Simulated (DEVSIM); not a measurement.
Structure: abrupt GaSb n-p junction, at 350 K.

Layer 1 from the left is GaSb, thickness (μm) 0.740, Nd (cm⁻³) 1.9e16, τn (s) 4.1e-10, τp (s) 4.1e-10. Layer 2 from the left is GaSb, thickness (μm) 29.0, Na (cm⁻³) 1.6e17, τn (s) 4.1e-10, τp (s) 4.1e-10.

Left contact: ohmic. Right contact: ohmic. Voltage is applied to the left contact. Recombination: SRH at mid-gap, Auger. Mobility is μmin + (μ − μmin)/(1 + (N/Nref)^α).

Constants are typed, rounded textbook-type inputs, not results; the design itself was drawn at random and stands for no fabricated device. Values at 300 K; Nc and Nv go as T^1.5, mobilities as T to minus their exponent, the gap by Varshni's rule with the affinity fixed.

GaSb: gap (eV) 0.726, affinity (eV) 4.06, permittivity 15.7, Nc (cm⁻³) 2.1e17, Nv (cm⁻³) 1.8e19, μn (cm²/Vs) 5000, μp (cm²/Vs) 850, μn,min 1000, μp,min 190, Nref,n 2.8e17, Nref,p 9e17, αn 1.05, αp 0.65, T exponent of μn 2, T exponent of μp 1.7, Cn (cm⁶/s) 5e-30, Cp (cm⁶/s) 5e-30, Varshni α (eV/K) 0.00042, Varshni β (K) 140.

Simulated with DEVSIM: 1D drift-diffusion, Boltzmann statistics, complete ionisation; no tunnelling, impact ionisation, image-force lowering or self-heating.

Problem. What does the simulation give for the potential step across the device at zero bias, the dark forward voltage at 100 A/cm²?

Solution. potential step across the device at zero bias 0.478 V; dark forward voltage at 100 A/cm² 0.361 V.
